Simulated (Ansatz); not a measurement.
We consider CsCl-type CoGa, described by r²SCAN+rVV10 (Ansatz, a first-principles code, plane waves, PAW).

Run with plane-wave cutoff 560 eV, 20×20×20 k mesh, Fermi–Dirac smearing 0.05 eV, no spin polarisation, scalar-relativistic PAW data made under PBE.

Energies at three volumes about the minimum:

```tsv
V (Å³/atom)	E − E_lowest (meV/atom)
11.169	3.08
11.397	0.00
11.625	2.84
```

### Question
Fit a parabola by hand: where is the minimum, what lattice constant follows, and what is the bulk modulus?

### Answer
Slopes: (0.00 − 3.08)/(11.397 − 11.169) = -13.509 and (2.84 − 0.00)/(11.625 − 11.397) = 12.456 meV/Å³. Curvature E″ = 2 × (12.456 − (-13.509))/(11.625 − 11.169) = 113.882 meV/Å⁶. From the middle of the first interval, the slope vanishes at V0 = 11.2830 − (-13.509)/113.882 = 11.402 Å³/atom. B = V0 E″ = 11.402 × 113.882 meV/Å³ × 0.1602 GPa per meV/Å³ = 208 GPa. With 2 atoms in the cube, a = (2 × 11.402)^(1/3) = 2.836 Å. The full Birch–Murnaghan fit to all volumes gives V0 = 11.397 Å³/atom and B0 = 208 GPa.

Measured, for comparison: lattice constant a 2.878 Å (temperature not stated, copied from a table, unchecked, not corrected to a static lattice; as tabulated in Monatshefte fuer Chemie und verwandte Teile anderer Wissenschaften 123, 509 (1992)).
